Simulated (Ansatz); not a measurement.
```
CELL_PARAMETERS angstrom
      5.04132     0.00000     0.00000
      0.00000     5.04132     0.00000
      0.00000     0.00000     5.04132
ATOMIC_POSITIONS crystal
  Sr 0.00000 0.50000 0.50000
  Sr 0.50000 0.00000 0.50000
  Sr 0.50000 0.50000 0.00000
  As 0.00000 0.00000 0.00000
  N  0.50000 0.50000 0.50000
```

All values below come from PBEsol, rigid bands (plane waves, PAW, scalar-relativistic; Ansatz, a first-principles code). Geometry: cell and atoms relaxed with PBEsol.

What conductivity effective mass do dilute electrons have at 300 K?

0.34 mₑ.

And the band gap?

0.38 eV at this level; semilocal functionals usually fall short of the measured gap.

Rigid bands, one relaxation time for all states, no polarons. Spin-orbit coupling is left out; where it splits the top of the valence band it changes the hole mass and lowers the gap by about a third of the splitting.

Computed structure with no diffraction record at hand here (it may be known, metastable or hypothetical): Sr3AsN (Pm-3m).
